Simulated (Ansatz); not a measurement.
Results of HSE06+SOC in Ansatz (PAW) for Zr2N2O (Cc, No. 9, 10 atoms in the cell; start mp-1101159).

Settings: plane-wave cutoff 460 eV, 6×6×6 k mesh, Fermi–Dirac smearing 0.01 eV, PAW data made under PBE.

Cell (relaxed with PBEsol):

```xyz
10
Lattice="4.6998 -2.7763 -0.0011 4.6998 2.7763 -0.0011 -3.2162 0.0000 4.8582" Properties=species:S:1:pos:R:3 pbc="T T T"
Zr     3.7724     1.4816     2.7954
Zr     5.3805    -1.4816     0.3663
Zr     0.6707     1.3280     4.4953
Zr     2.2788    -1.3280     2.0662
N      3.8995    -2.5241     1.2876
N      2.2914     2.5241     3.7167
N      0.9381    -0.5574     3.6292
N      2.5462     0.5574     1.2001
O      3.7654    -0.5318     3.5763
O      5.3735     0.5318     1.1472
```

Task: Give the computed band gap and Γ–Γ gap.

Result: 
band gap: 3.19 eV (on the SCF k mesh) (direct)
Γ–Γ gap: 4.08 eV

Note: cell and atoms aren't relaxed at this level (pressure 1.3 GPa).

Static lattice: no zero-point or thermal effects.

A start named mp-… is a Materials Project structure, which need not be a measured phase.

Ansatz is a first-principles code.
